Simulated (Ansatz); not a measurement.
Gap of a one-dimensional MgS body, 2 atoms a period at several levels, all on one geometry.

```xyz
2
Lattice="11.0000 0.0000 0.0000 0.0000 11.0000 0.0000 0.0000 0.0000 4.4592" Properties=species:S:1:pos:R:3 pbc="T T T"
Mg     5.5000     5.5000     0.0000
S      5.5000     5.5000     2.2296
```

Levels: PBE (plane waves to 420 eV, PAW; Ansatz, a quantum-chemistry and plane-wave program); r2SCAN (plane waves to 500 eV, PAW; Ansatz); HSE06 run with Ansatz. Unmarked values and the geometry are of the first. Mesh 1×1×66. No spin polarisation. One-dimensional cell, images about 11 Å apart. A hypothetical model. Only distortions within the start's symmetry and period were free. Pairing along the axis, which can open a gap, is among the distortions not tried. HSE06 ran on a 1×1×4 mesh and at PBE's edge points.

```json
[
 {"level": "PBE", "gap (eV)": "2.85"},
 {"level": "r2SCAN", "gap (eV)": "3.58"},
 {"level": "HSE06", "gap (eV)": "[?]"}
]
```

### Question
What belongs in the gaps?

### Answer

- HSE06, gap (eV): 3.93
